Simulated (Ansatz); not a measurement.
For Sb (Pm-3m, No. 221; start COD 9013008; another form than the element's usual one), PBEsol (Ansatz, a program for electronic structure, PAW) gives:

* **equilibrium lattice constant a**: 3.062 Å
* **bulk modulus**: 63.0 GPa
* **cohesive energy**: 3.07 eV/atom

What does r²SCAN (PAW; Ansatz) give for the same quantities?


- lattice constant a: 3.088 Å (increases by 0.8 %)
- bulk modulus: 60.1 GPa (drops by 4.6 %)
- cohesive energy: 2.48 eV/atom (falls by 0.59 eV/atom)

Changes are worked out from the printed values.

Unless a cell is named, each level is at its own relaxed cell (PBEsol 28.71, r²SCAN 29.45 Å³/atom).

Levels without +SOC leave out spin–orbit coupling, which shifts energies and cells of such heavy elements.

Caveats: the bulk modulus is −V dP/dV from two relaxed cells at ±2 % in volume (PBEsol, r²SCAN); the relaxation could not lower the start's symmetry, so the cell can be a saddle point above a distorted one (PBEsol, r²SCAN). Ansatz's density-functional and Hartree–Fock values are scalar-relativistic unless marked +SOC, with PAW data made under PBE.
